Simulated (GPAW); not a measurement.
Worked example: self-consistent single point of Rh (Fm-3m, 1 atom in the cell) in GPAW.

Level of theory: PBE, GPAW PAW datasets PBE (gpaw-data 1.0.1) (plane waves; GPAW).

The change in words: lattice scaled by 0.98; kpts: 13 13 13 → 19 19 19. Reference geometry:
```xyz
1
Lattice="0.0000 1.9095 1.9095 1.9095 0.0000 1.9095 1.9095 1.9095 0.0000" Properties=species:S:1:pos:R:3 pbc="T T T"
Rh     0.0000     0.0000     0.0000
```

Reference input (self-consistent single point, DFT PBE, plane waves, GPAW PAW datasets PBE (gpaw-data 1.0.1)): mode = pw; ecut = 550 eV; xc = PBE; kpts = 13 13 13; mesh shift (steps) = 0 0 0; occupations.name = fermi-dirac; occupations.width = 0.1 eV; nbands = -5; convergence.forces = 0.001 eV/Å; symmetry.symmorphic = false; symmetry.tolerance = 0.0005; maxiter = 100. This run's input differs from it in these lines:

```diff
@@ -5,5 +5,5 @@
 atoms = Atoms(['Rh'],
-              cell=[[0.000000, 1.909500, 1.909500],
-                    [1.909500, 0.000000, 1.909500],
-                    [1.909500, 1.909500, 0.000000]],
+              cell=[[0.000000, 1.871310, 1.871310],
+                    [1.871310, 0.000000, 1.871310],
+                    [1.871310, 1.871310, 0.000000]],
               positions=[[0.000000, 0.000000, 0.000000]],
@@ -13,3 +13,3 @@
             xc='PBE',
-            kpts=(13, 13, 13),
+            kpts=(19, 19, 19),
             occupations=FermiDirac(0.1),
```

Output, abridged:

```
     iter     time        total  log10-change:
                         energy   eigst   dens  force
iter:   1 --:--:--    -7.829234
iter:   2 --:--:--    -7.721299   -1.69  -1.37
iter:   3 --:--:--    -7.371161   -1.17  -1.40
iter:   4 --:--:--    -7.271934   -2.67  -1.76
iter:   5 --:--:--    -7.249212   -2.26  -2.14
iter:   6 --:--:--    -7.247181   -3.59  -2.75
iter:   7 --:--:--    -7.246886c  -4.41  -2.94
iter:   8 --:--:--    -7.246666c  -4.24  -3.09
iter:   9 --:--:--    -7.246613c  -5.19  -3.37
iter:  10 --:--:--    -7.246610c  -6.55  -3.87
iter:  11 --:--:--    -7.246620c  -5.79  -3.84
iter:  12 --:--:--    -7.246616c  -6.81  -4.39c
iter:  13 --:--:--    -7.246616c  -7.96c -5.23c
iter:  14 --:--:--    -7.246617c  -7.85c -5.24c -28.25c
Converged after 14 iterations.

Dipole moment: (0.000000, -0.000000, -0.000000) |e|*Ang

Energy contributions relative to reference atoms: (reference = -130134.647000)

Kinetic:         +2.428484
Potential:       -3.935055
External:        +0.000000
XC:              -5.649231
Entropy (-ST):   -0.040917
Local:           -0.070356
SIC:             +0.000000
--------------------------
Free energy:     -7.267075
Extrapolated:    -7.246617

Showing only first 2 kpts
 Kpt  Band  Eigenvalues  Occupancy
  0     5      9.42999    2.00000
  0     6      9.42999    2.00000
  0     7     11.66737    1.99995
  0     8     11.66737    1.99995

  1     5      9.51177    2.00000
  1     6      9.51177    2.00000
  1     7     11.55145    1.99998
  1     8     11.70753    1.99992

Fermi level: 12.72577

No gap
No difference between direct/indirect transitions
Energy (eV): -7.246617

Forces in eV/Ang:
  0 Rh    0.00000   -0.00000    0.00000

Stress tensor:
    -0.149378    -0.000000     0.000000
    -0.000000    -0.149378    -0.000000
     0.000000    -0.000000    -0.149378
Stress (GPa, Voigt): [-23.9329 -23.9329 -23.9329  -0.       0.      -0.    ]
```

The run converged in 14 iterations. GPAW prints stress with tension positive. Against the reference run the free energy goes up by 72.3 meV/atom and the pressure goes from 4.54 to 23.93 GPa.

The starting cell has typed, rounded lattice constants, without a prior relaxation at this level. Its lattice was rescaled by up to half a per cent. For this run, on top of that: lattice scaled by 0.98. Spin polarisation is off. With a pressure of about 24 GPa the cell is away from its equilibrium volume at this level.
